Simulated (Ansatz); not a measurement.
Take TiAl (space group P4/mmm, No. 123; a = 2.824 Å, c = 4.071 Å) as the base.

Level of theory: Ansatz (a program for electronic structure) PBE, no SOC.

Before the change:

* **Lattice parameter a**: 5.337 bohr

One thing is altered: cell and atoms relaxed at a pressure of 60 GPa.

Question: What does the calculation give for the lattice parameter a after the change?

Answer: The lattice parameter a decreases by 0.482 bohr (5.337 bohr → 4.855 bohr).

Load acts through the strain it causes; cell and atoms are relaxed under it. Whether these cells are dynamically stable was not tested. Competing high-pressure phases were not computed. All final runs are without spin polarisation.
